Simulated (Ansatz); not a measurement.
TaW (model structure, Fm-3m, No. 225, 2 atoms in the cell) was calculated with LDA (PAW; Ansatz, a quantum-chemistry and plane-wave program).

Settings: plane-wave cutoff 520 eV, 18×18×18 k mesh, Fermi–Dirac smearing 0.05 eV, no spin polarisation, scalar-relativistic PAW data made under PBE.

Cell (relaxed at this level):

```cif
data_TaW
_chemical_formula_sum 'Ta1 W1'
_space_group_name_H-M_alt 'P 1'
_space_group_IT_number 1
_cell_length_a 3.72813
_cell_length_b 3.72813
_cell_length_c 3.72813
_cell_angle_alpha 60.000
_cell_angle_beta 60.000
_cell_angle_gamma 60.000
loop_
_space_group_symop_operation_xyz
  'x, y, z'
loop_
_atom_site_label
_atom_site_type_symbol
_atom_site_fract_x
_atom_site_fract_y
_atom_site_fract_z
_atom_site_occupancy
Ta1 Ta 0.00000 0.00000 0.00000 1
W1 W 0.50000 0.50000 0.50000 1
```

Question: Give the computed bulk modulus B0.

Answer: 
- bulk modulus B0 = 202 GPa

Note: the run has no spin polarisation, so it can have missed a magnetic state; the bulk modulus is −V dP/dV from two relaxed cells at ±2 % in volume; the relaxation could raise the start's symmetry but not lower it, so the cell can be a saddle point.

Spin–orbit coupling is not included.

Static lattice: no zero-point or thermal effects.

Computing time: roughly 27 core-seconds.

A model structure was made by putting elements into a prototype or built by hand; it is no filed structure, need not be a known phase, and can be a saddle point held by its symmetry.
